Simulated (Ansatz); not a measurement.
Given:

```yaml
crystal:
  lattice:
    - [5.57076, 0.00000, 0.00000]
    - [0.00000, 9.92991, 0.00000]
    - [0.00000, 0.00000, 3.19934]
  atoms:
    - { symbol: Cd, position: [0.06038, 0.32358, 0.50000] }
    - { symbol: Cd, position: [0.93962, 0.67642, 0.50000] }
    - { symbol: Cd, position: [0.56038, 0.17642, 0.50000] }
    - { symbol: Cd, position: [0.43962, 0.82358, 0.50000] }
    - { symbol: Sn, position: [0.00000, 0.00000, 0.00000] }
    - { symbol: Sn, position: [0.50000, 0.50000, 0.00000] }
    - { symbol: O, position: [0.13490, 0.80677, 0.00000] }
    - { symbol: O, position: [0.86510, 0.19323, 0.00000] }
    - { symbol: O, position: [0.63490, 0.69323, 0.00000] }
    - { symbol: O, position: [0.36510, 0.30677, 0.00000] }
    - { symbol: O, position: [0.26294, 0.53911, 0.50000] }
    - { symbol: O, position: [0.73706, 0.46089, 0.50000] }
    - { symbol: O, position: [0.76294, 0.96089, 0.50000] }
    - { symbol: O, position: [0.23706, 0.03911, 0.50000] }
```

Calculation: PBEsol, rigid bands (plane waves, PAW, scalar-relativistic; Ansatz, an electronic-structure program). Cell: cell and atoms relaxed with PBEsol.

**Question.** Predict the hole conductivity mass (n e² τ/σ) at 300 K, by direction if it differs.

**Answer.** 1.59 (x), 40 (y), 2.5 (z) mₑ.

**Question.** What conductivity effective mass do dilute electrons have at 300 K?

**Answer.** 0.166 (x), 0.136 (y), 0.147 (z) mₑ.

**Question.** And the band gap?

**Answer.** 0.48 eV at this level; semilocal functionals usually fall short of the measured gap.

Rigid bands, one relaxation time for all states, no polarons. Spin-orbit coupling is left out; where it splits the top of the valence band it changes the hole mass and lowers the gap by about a third of the splitting.

Formula and space group known from diffraction (Crystallography Open Database), not checked to be the room-temperature form: Cd2SnO4 (Pbam).
